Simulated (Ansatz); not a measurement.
TiC under a change: biaxial strain −2.80 %, plane normal [110], relaxed out of plane

Consider TiC in the rock salt structure (space group Fm-3m, No. 225; a = 4.293 Å; relaxed with 0.1 eV smearing). Axes: x, y, z lie along the cube axes.

The change: compressive biaxial strain of 2.80 % in the plane normal to [110], as in epitaxy on a mismatched substrate; the out-of-plane cell vector and the atoms relax.

The values are results of PBEsol (Ansatz, an electronic-structure program), spin-orbit coupling left out, earlier PAW set, not measurements. Γ-centred 23×23×23 mesh, Fermi–Dirac width 0.1 eV.

* **Volume per atom**: 9.50 Å³ (base 9.89 Å³)
* **Space group**: Immm (No. 71) (base Fm-3m (No. 225))
* **Shortest interatomic distance**: 2.086 Å (base 2.147 Å)
* **Energy relative to the base (free energy F)**: +30 meV/atom
* **Pressure (mean of the normal stresses, compression positive)**: 12.0 GPa (base 0.0 GPa)
* **Band gap**: zero (base zero)
* **Out-of-plane strain**: +1.64 %
* **Ratio −ε⊥/ε∥**: 0.59

Stability against distortions was not tested. The final runs are not spin-polarised.
